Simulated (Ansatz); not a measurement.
The reference is AlN in the wurtzite structure (space group P6_3mc, No. 186; a = 3.0888 Å, c = 4.9433 Å).

Computed with LDA (Ansatz, a quantum-chemistry and plane-wave program; PAW; 420 eV plane waves; no spin-orbit coupling).

Before the change:

| Quantity | Value |
|---|---|
| Pressure | -0.01 GPa |

Modification: the cell is scaled by 0.9940 in all directions; the atoms relax in the strained cell.

Q: What does the calculation give for the energy relative to the base after the change?

A: The energy rises by 2.2 meV/atom.

Q: How does this affect the pressure?

A: The pressure (mean of the normal stresses, compression positive) grows by 3.94 GPa (-0.01 GPa → 3.93 GPa).

Whether these cells are dynamically stable was not tested.
